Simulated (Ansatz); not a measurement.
## bcc V (0 0 1) on 3C silicon carbide (0 0 1) (film strained to the substrate, started from cuts of the bulks and a machine-learned relaxation; slabs C5Si6 and V8, which can lie off the formulas)

A periodic stack without vacuum, bcc V (0 0 1) on 3C silicon carbide (0 0 1) (film strained to the substrate, started from cuts of the bulks and a machine-learned relaxation; slabs C5Si6 and V8, which can lie off the formulas): substrate slab C5Si6, film V8, surface cells [[1, 0], [1, 1]] and [[0, 1], [-1, 0]], film strained by +3.3 and +3.3 %, outermost planes Si/Si and V/V as cut, which need not be the usual terminations and can put a slab off its formula.

The start was prepared with a machine-learned potential, and the result is one local minimum, with the in-plane cell held and forces under 0.04 eV/Å; the film can end far from its bulk form.

Computed with PBE (plane waves to 420 eV, PAW; Ansatz, a program for electronic structure). Spin–orbit coupling is left out; the runs are not spin-polarised; PBE gaps are too small against experiment. Its k-point mesh 10×10×1, Fermi–Dirac width 0.05 eV.

* **interface area**: 9.6 Å²
* **period**: 23.55 Å
* **heights between the nearest atoms of the two slabs at the two interfaces**: 1.31 and 1.31 Å
* **Si–V contacts across the interfaces within 1.22 times the sum of covalent radii**: 10, mean 2.56 Å
* **estimate of the barrier**: withheld, since the Fermi level falls at or inside a band of the host, which a slab this thin can't settle

```
CELL_PARAMETERS angstrom
      3.09713    -0.00008    -0.00131
      0.00000     3.09696    -0.05989
      0.01106     0.49773    23.54912
ATOMIC_POSITIONS crystal
  C  0.10496 0.52128 0.07051
  C  0.10475 0.51835 0.25609
  C  0.60483 0.01974 0.16306
  C  0.10477 0.51586 0.44167
  C  0.60471 0.01702 0.34912
  Si 0.10487 0.02060 0.11689
  Si 0.60501 0.52322 0.02210
  Si 0.10473 0.01767 0.30263
  Si 0.60478 0.51908 0.20955
  Si 0.10517 0.01526 0.49008
  Si 0.60477 0.51639 0.39529
  V  0.10580 0.01578 0.60130
  V  0.60541 0.51481 0.54561
  V  0.10614 0.02191 0.72593
  V  0.60613 0.51792 0.66380
  V  0.10615 0.02697 0.84838
  V  0.60620 0.52580 0.78625
  V  0.10513 0.02458 0.96658
  V  0.60569 0.52584 0.91088
```
